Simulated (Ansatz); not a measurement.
The parent structure is GaN in the wurtzite structure (space group P6_3mc, No. 186; a = 3.2184 Å, c = 5.2432 Å). Axes: x lies along a and z along c of the hexagonal cell.

Method: DFT with PBE, PAW potentials and a 420 eV plane-wave cutoff in Ansatz (an electronic-structure program), without spin-orbit coupling.

Strains are applied to the cell and any free atomic positions relax; under biaxial strain the out-of-plane vector relaxes too.

One change was made to it. Results:

```json
[
 {"quantity": "gap character", "base": "direct at Γ", "after": "direct at Γ"},
 {"quantity": "pressure (mean of the normal stresses, compression positive)", "base": "0.00 GPa", "after": "8.98 GPa"}
]
```

**Question.** What was done to the base?
A) biaxial strain −3.00 %, plane normal [001], relaxed out of plane
B) biaxial strain −1.20 %, plane normal [001], relaxed out of plane
C) biaxial strain −1.80 %, plane normal [001], relaxed out of plane
D) biaxial strain −2.40 %, plane normal [001], relaxed out of plane

**Answer.** A, biaxial strain −3.00 %, plane normal [001], relaxed out of plane. For comparison, the pressure in the other runs: biaxial strain −2.40 %, plane normal [001], relaxed out of plane gives 7.03 GPa; biaxial strain −1.20 %, plane normal [001], relaxed out of plane gives 3.36 GPa; biaxial strain −1.80 %, plane normal [001], relaxed out of plane gives 5.16 GPa.

No phonon test of stability was made.
